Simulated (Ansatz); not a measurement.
Start from GaN in the wurtzite structure (space group P6_3mc, No. 186; a = 3.1826 Å, c = 5.1853 Å).

The change: a hydrostatic pressure of 1.8 GPa.

Levels (all Ansatz, a program for electronic structure, PAW): PBEsol (420 eV, scalar-relativistic without spin-orbit coupling); r2SCAN (500 eV, no SOC); HSE06 (420 eV, without spin-orbit coupling).

One geometry, relaxed with PBEsol, under each level:

| level | band gap | lowest conduction level above the VBM at special points | electron mass | pressure |
|---|---|---|---|---|
| PBEsol | 1.94 eV | Γ 1.94 eV; A 4.26 eV; L 4.33 eV; M 4.97 eV | 0.16 mₑ along c, 0.18 mₑ across (at Γ) | 18.0 kbar |
| r2SCAN | 2.41 eV | Γ 2.41 eV; A 4.84 eV; L 4.93 eV; M 5.62 eV | 0.17 mₑ along c, 0.19 mₑ across (at Γ) | 18.7 kbar |
| HSE06 | 3.26 eV | Γ 3.26 eV; A 5.75 eV; L 5.72 eV | – | – |

Single points use the geometry relaxed with PBEsol. Their cutoffs differ, which shifts pressures a little. Load acts through the strain it causes; cell and atoms are relaxed under it. Effective masses come from finite differences of ±0.01 Å⁻¹. Stability against distortions was not tested.
